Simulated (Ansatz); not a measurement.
A user runs Ansatz (a quantum-chemistry and plane-wave program) on YbSi2 (P1, 3 atoms in the cell) and asks whether the run is sound. The aim is a self-consistent single point with DFT, PBEsol, plane waves, default PAW files made with PBE.

Cell that was meant: a = 3.7710 Å, b = 3.7710 Å, c = 4.0980 Å, α = 90.00°, β = 90.00°, γ = 120.00°.

Part of the input:

```yaml
crystal:
  lattice:
    - [1.99552700, 0.00000000, 0.00000000]
    - [-0.99776400, 1.72817700, 0.00000000]
    - [0.00000000, 0.00000000, 2.16856800]
  atoms:
    - { symbol: Yb, position: [-0.00612800, 0.00074300, 0.00260800], spin: 1.0 }
    - { symbol: Si, position: [0.33447900, 0.66642400, 0.49026600] }
```

Log, with long lists cut:

```
WARN basis.ecutwfc = 420 eV, the default
   [... lines left out ...]
PAW frozen core: Si, regenerated for the run's functional, and the local potential with it
Initial density: superposition of atomic densities (chi_scale 0.1, normalization cell)
Starting moments: Σ|m| = 1 μB on 1 of 3 sites
Initial wavefunctions: pseudopotential atomic-orbital guess
Eigensolver: davidson
Functional: x = pbesol(κ = 0.804, μ = 0.12345679012345678), c = pbesol(β = 0.046)
SCF iter   1: F=—  HF=-14671.669156 eV  |F-HF|=—  |Δ(HF+E_count)|=         —  Δρ=1.08e0 (↑1.08e0 ↓1.07e0)  dr2=2.17e2  dr2_m=8.21e-2  M=0.380 μB ∫|m|=0.406 μB  β_m=0.30  ethr=3.10e-3  ⟨swp⟩=43.6  Hψ=266773  notcnv=0  defer=4
Mixer restart at iter 1: flushing history
all-band conjugate gradients solve this SCF's bands
preconditioner: auto → none
   [... lines left out ...]
SCF iter  18: F=-14673.294010 eV  HF=-14673.294010 eV  |F-HF|=3.09e-9  |Δ(HF+E_count)|=   2.54e-8  S|Δr|=    0.00e0  Δρ=4.76e-6 (↑4.49e-6 ↓4.76e-6)  dr2=1.69e-9  dr2_m=3.41e-11  M=0.000 μB ∫|m|=0.000 μB  β_m=0.61  ethr=2.27e-10  ⟨swp⟩=27.3  Hψ=239970  notcnv=0…
SCF iter  19: F=-14673.294010 eV  HF=-14673.294010 eV  |F-HF|=1.20e-10  |Δ(HF+E_count)|=  5.31e-10  S|Δr|=    0.00e0  Δρ=1.48e-6 (↑1.36e-6 ↓1.48e-6)  dr2=1.75e-10  dr2_m=7.67e-12  M=0.000 μB ∫|m|=0.000 μB  ethr=5.28e-12  ⟨swp⟩=9.2  Hψ=105279  notcnv=0
SCF 1 converged in 19 iterations: F = -14673.294010 eV  dr2 = 1.75e-10
WARN: the starting moments were not kept: the SCF closed with an absolute magnetisation of 1.5e-6 μB, where they sum to 1 μB in size (1 site) …
   [... lines left out ...]
Absolute magnetization: 0.0000 μB (∫|ρ↑−ρ↓|, with the PAW one-centre terms)
Free energy (F): -14673.294010 eV
Fermi energy:    94.521575 eV
   [... lines left out ...]
  atom   3  Si    -3.77696872     0.42202781     4.52870916
--- Stress (GPa, compression-positive) ---
     9390.413475      45.904323      -0.121614
       45.904325    9416.185952       0.251833
       -0.121618       0.251840    6937.068379
  P = ⅓ Tr σ = 8581.2226 GPa (85812.226 kbar)
  The stress holds the Pulay correction. Without it, at fixed plane waves, as pw.x and ABINIT print it: P = 8550.4315 GPa
```

**Question.** Is anything amiss in this input, and did it matter?

**Answer.** The run is not sound. The fault is this: lattice multiplied by the bohr radius once too often. 1 bohr is 0.529 Å, so a mix-up scales every length by 1.89 or 0.529 and the volume by 6.75 or 0.148. To fix it, give the lengths in the unit that the key or card expects. The run converged in 19 iterations without an error; against the sound input the free energy rises by 82.5 eV/atom, the pressure goes from 11.38 to 8581 GPa and the largest force goes from 0.386 to 5.912 eV/Å. The full log also holds (shortened here): “iter 17 did not close the SCF: its close was put off for a magnetic moment that had not settled (scf_convergence_deferred on its scf_iter line)” and “iter 18 did not close the SCF: its close was put off for a magnetic moment that had not settled (scf_convergence_deferred on its scf_iter line)”.

The sound input it was made from differs as follows (other fixes are possible):
```diff
-    - [1.99552700, 0.00000000, 0.00000000]
-    - [-0.99776400, 1.72817700, 0.00000000]
-    - [0.00000000, 0.00000000, 2.16856800]
+    - [3.77100000, 0.00000000, 0.00000000]
+    - [-1.88550000, 3.26578200, 0.00000000]
+    - [0.00000000, 0.00000000, 4.09800000]
```

With that input, the run converged in 14 iterations: free energy E − TS (on the zero of these files) -14920.8255 eV; Fermi level (on the code's own zero) 13.93 eV; pressure 11.38 GPa; largest force (vector length) 0.386 eV/Å; size of the cell's spin moment 0.00 μB (DFT, PBEsol, plane waves, default PAW files made with PBE).

On the sound input: the starting cell comes from a database of published, mostly measured structures (it also holds non-ambient and calculated ones), without a prior relaxation at this level. Its atoms were displaced at random from the sites of space group no. 191. The starting moments vanished: the run ended non-magnetic, which need not be the lowest state. The program warned that a starting moment was not kept. With a pressure of about 11 GPa the cell is away from its equilibrium volume at this level. Ansatz's pressure includes its estimate of the finite-basis (Pulay) stress.

Keys are those of Ansatz 0.2.
